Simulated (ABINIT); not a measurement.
Band structure of Bi (R-3m, 2 atoms in the cell).

```yaml
crystal:
  lattice:
    - [4.16582, -2.27500, 0.00000]
    - [4.16582, 2.27500, 0.00000]
    - [2.92342, 0.00000, 3.73943]
  atoms:
    - { symbol: Bi, position: [0.23400, 0.23400, 0.23400] }
    - { symbol: Bi, position: [0.76600, 0.76600, 0.76600] }
```

Computed with PBE, norm-conserving pseudopotentials (PseudoDojo nc-sr-05 PBE standard) (plane waves; ABINIT).

Settings: pseudos = [Bi.upf]; ecut = 66 Ry; ixc = 11; occopt = 3; tsmear = 0.00367493 Ha; ngkpt = 6 6 6; nshiftk = 1; shiftk = 0 0 0; potentials = PseudoDojo nc-sr-05 PBE standard; kptopt = 1; nstep = 80; toldfe1 = 1e-09 Ha; ndtset = 2.

The starting cell has typed, rounded lattice constants, without a prior relaxation at this level. Spin-orbit coupling is off.

Levels in eV from the Fermi level, bands 12 to 19:
```
point      12     13     14     15     16    17    18    19
-----  ------  -----  -----  -----  -----  ----  ----  ----
Γ       -7.50  -1.47  -1.21  -1.21   2.49  2.94  2.94  5.63
L      -10.51  -1.32  -1.18  -0.27  -0.26  0.52  1.01  7.49
B1     -10.21  -4.06  -3.97  -0.42   0.77  4.98  4.98  6.04
```

Bands cross the Fermi level along this path, so the cell is metallic at this level.
